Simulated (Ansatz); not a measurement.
The reference is BaTiO3 in the cubic perovskite structure (space group Pm-3m, No. 221; a = 4.019 Å).

It is then changed as follows: Hf takes the place of Ti on all its sites, then cell and atoms are relaxed.

The values are results of Kohn–Sham DFT with the PBE functional, run in Ansatz (a first-principles code) with PAW and 420 eV plane waves, no spin-orbit coupling, earlier PAW set, not measurements.

Base, band edges from the VBM (valence, conduction): M -0.05, 3.49; R 0.00, 4.13; X -0.67, 1.91; Γ -0.11, 1.79 eV.

Question: Give the band edges at the high-symmetry points of the new zone, measured from its valence-band maximum.

Answer: 
| point | valence edge (eV) | conduction edge (eV) |
|---|---|---|
| Γ | -0.14 | 3.62 |
| X | -0.44 | 4.07 |
| M | -0.05 | 6.17 |
| R | 0.00 | 6.04 |

The gap is 3.62 eV, indirect, R → Γ.

With Hf present, leaving out spin-orbit coupling can change the band edges. Stability against distortions was not tested. The final runs are not spin-polarised. Many cubic perovskites are stable only at high temperature; tilts and polar distortions were not tested. This is not the structure that BaTiO3 has at room temperature and ambient pressure.
